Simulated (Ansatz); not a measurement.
Bond-angle distributions (per cent of the angles at each element, bins of 10°) of a relaxed model of amorphous Ge44H6 at 4.90 g/cm³. These are PBE, scalar-relativistic without spin-orbit coupling (plane waves to 420 eV, PAW; Ansatz, a quantum-chemistry and plane-wave program) values and carry that method's errors.

A CHGNet melt-quench gave the starting glass, which DFT then relaxed. The hot cell started wider than the set density and was brought back towards it in steps. It is the lowest in DFT energy of 3 quenches. It is a model cell: composition and starting density were chosen by hand, and all elements were melted together. No dispersion term was used. Its density started from a set value of 4.90 and ended at 4.90 g/cm³. Cooling (nominally 550 K/ps over its main leg) ran many orders faster than in experiment, which tends to leave more defects and strain. Values belong to this one cell and scatter from quench to quench. The volume was held where the preparation left it and the shape relaxed, at a PBE pressure of -0.9 GPa (tension). Stress components on the final sampling reach 1.1 GPa. On a 2×2×2 Γ-centred mesh force components of up to 0.33 eV/Å stay, since the relaxation ran on one k-point at (1/4, 1/4, 1/4).

Bonds are counted up to Ge-Ge 2.85 Å, Ge-H 1.80 Å, H-H 0.90 Å.

```json
[
 {"angle (°)": "50-60", "at Ge": "0"},
 {"angle (°)": "60-70", "at Ge": "2"},
 {"angle (°)": "70-80", "at Ge": "1"},
 {"angle (°)": "80-90", "at Ge": "6"},
 {"angle (°)": "90-100", "at Ge": "23"},
 {"angle (°)": "100-110", "at Ge": "28"},
 {"angle (°)": "110-120", "at Ge": "24"},
 {"angle (°)": "120-130", "at Ge": "9"},
 {"angle (°)": "130-140", "at Ge": "7"},
 {"angle (°)": "140-150", "at Ge": "1"},
 {"angle (°)": "150-160", "at Ge": "0"},
 {"angle (°)": "160-170", "at Ge": "0"},
 {"angle (°)": "170-180", "at Ge": "0"}
]
```

They go with these counts of neighbours within the cut-offs, cation contacts included: Ge mean 3.9, most often 4.
